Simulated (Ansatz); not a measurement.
Effect of x(Si) = 0.5, 12 atoms, P2_1/c on SnO2

Take SnO₂ in the rutile structure (space group P4_2/mnm, No. 136; a = 4.760 Å, c = 3.201 Å) as the base.

The other end (x = 1) is SiO2 in the rutile structure (space group P4_2/mnm, No. 136): 7.79 Å³/atom, gap 6.51 eV.

Now apply this change: Si replaces 50.0 % of the Sn, ordered in a cell of 12 atoms (starting symmetry P2_1/c) and fully relaxed.

Level of theory: plane-wave PAW DFT at the r2SCAN level (Ansatz, a quantum-chemistry and plane-wave program, 500 eV), without spin-orbit coupling. Γ-centred 7×7×7 mesh, Fermi–Dirac width 0.05 eV, for the changed cell.

The volume per atom decreases by 2.33 Å³ (12.09 Å³ → 9.76 Å³) and the density decreases by 0.92 g/cm³, from 6.90 g/cm³ to 5.98 g/cm³. The shortest interatomic distance shrinks by 0.323 Å, from 2.059 Å to 1.736 Å and the band gap grows by 1.21 eV to 2.98 eV. The gap character (in this cell's own zone, which can be folded) is still direct at Γ and the valence-band top at Γ (three highest levels, from the VBM) becomes 0.00, -0.88, -0.93 eV (base: 0.00, -0.77, -0.77 eV). The mixing energy amounts to +101 meV/atom and the deviation of the volume from the linear (Vegard-type) interpolation comes out as -1.8 %. The bowing parameter b of this ordering, from Eg = [1−x] Eg[0] + x Eg[1] − b x [1−x], amounts to 4.7 eV.

Final structure:

```yaml
crystal:
  lattice:
    - [5.26425, 0.00000, 0.00000]
    - [0.00000, 4.53493, 0.00000]
    - [-1.95075, 0.00000, 4.90583]
  atoms:
    - { symbol: Sn, position: [0.00000, 0.00000, 0.00000] }
    - { symbol: Si, position: [0.50000, 0.00000, 0.50000] }
    - { symbol: Sn, position: [0.00000, 0.50000, 0.50000] }
    - { symbol: Si, position: [0.50000, 0.50000, 0.00000] }
    - { symbol: O, position: [0.82336, 0.34220, 0.11674] }
    - { symbol: O, position: [0.37348, 0.28744, 0.68172] }
    - { symbol: O, position: [0.17664, 0.84220, 0.38326] }
    - { symbol: O, position: [0.62652, 0.78744, 0.81828] }
    - { symbol: O, position: [0.82336, 0.15780, 0.61674] }
    - { symbol: O, position: [0.37348, 0.21256, 0.18172] }
    - { symbol: O, position: [0.62652, 0.71256, 0.31828] }
    - { symbol: O, position: [0.17664, 0.65780, 0.88326] }
```

Cost of the whole job for the changed cell (relaxation, final SCF and bands): around 8 core-minutes (rough).

Each cell is one ordered arrangement of few atoms, which overstates ordering effects compared with a random alloy. No phonon test of stability was made. k-point labels follow each cell's own Brillouin zone.
